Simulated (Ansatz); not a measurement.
# CrPdO2 (space group R-3m, No. 166; ferromagnetic; a cell from a computed database, its experimental status unchecked)

```yaml
crystal:
  lattice:
    - [1.45958, 0.84269, 5.97469]
    - [-1.45958, 0.84269, 5.97469]
    - [0.00000, -1.68538, 5.97469]
  atoms:
    - { symbol: Cr, position: [0.50000, 0.50000, 0.50000] }
    - { symbol: Pd, position: [0.00000, 0.00000, 0.00000] }
    - { symbol: O, position: [0.88845, 0.88845, 0.88845] }
    - { symbol: O, position: [0.11155, 0.11155, 0.11155] }
```

Method: Kohn–Sham DFT with the PBEsol functional, run in Ansatz (a first-principles code) with PAW and 420 eV plane waves, no spin-orbit coupling. k-mesh 17×17×17 (Γ-centred); smearing 0.05 eV (Fermi–Dirac).

```yaml
volume_per_atom: 11.02 Å³
density: 7.17 g/cm³
band_gap: zero
magnetic_state: ferromagnetic
total_energy: -2844.473 eV/atom (σ→0; compares only within this code and set-up)
```

Stability against distortions was not tested. No Hubbard U is applied and the magnetic state is the run's own (CrPdO2 ferromagnetic); other magnetic orders, which need larger cells, were not tried and can change the gap.
